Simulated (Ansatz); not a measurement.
# A computed series for LiF: response to strain

The parent structure is LiF in the rock salt structure (space group Fm-3m, No. 225; a = 4.008 Å). Axes: x, y, z lie along the cube axes.

Strains are applied to the cell and any free atomic positions relax.

Method: plane-wave PAW DFT at the PBEsol level (Ansatz, a program for electronic structure, 420 eV), no SOC.

| uniaxial strain ε_zz (%) | band gap (eV) |
|---|---|
| 0 | 9.05 |
| 0.5 | 9.00 |
| 1 | ? |
| 1.5 | 8.90 |
| 2 | 8.84 |
| 2.5 | 8.80 |
| 3 | 8.75 |

### Question
Fit E_g = E₀ + Dε (ε in %) to the rows shown and predict the withheld row.

### Answer
Least squares on the printed values gives E₀ = 9.05 eV, D = -101 meV per % of strain (largest residual 0.01 eV); this predicts 8.95 eV, and the run gives 8.95 eV, in agreement.

Gaps are read on the SCF mesh and a high-symmetry path. Whether these cells are dynamically stable was not tested.
